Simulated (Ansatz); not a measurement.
The starting structures come from a database of crystals and need not be the phases stable at ambient conditions.

Tunnelling through a barrier is set by its complex band structure: the current falls as exp(−2κd) with the smallest κ.

Consider the following.

```xyz
9
Lattice="7.4622 0.0000 0.0000 0.0000 10.5531 0.0000 3.7311 5.2766 3.7311" Properties=species:S:1:pos:R:3 pbc="T T T"
K      3.7311     7.9148     0.0000
K      3.7311     2.6383     0.0000
Sn     0.0000     0.0000     0.0000
Br     0.0000     7.9241     0.0000
Br     0.0000     2.6291     0.0000
Br     1.8590    10.5531     1.8590
Br     1.8721     5.2766     1.8721
Br     5.6032    10.5531     1.8590
Br     5.5901     5.2766     1.8721
```

Space group of this cell: Fm-3m. The cell was relaxed by PBE-D3(BJ).

Transport runs along the normal of the first two printed cell vectors, the (110) plane of the conventional cell.

The gap is the functional's own. No spin-orbit coupling. Mid-gap values are interpolated on the energy grid.

**Question.** Predict the band gap and the smallest decay constant κ at mid-gap from r2SCAN in Ansatz (a program for electronic structure).

**Answer.** Gap 1.40 eV on a 8×8×8 mesh; κ = 0.188 1/Å, at the zone centre.
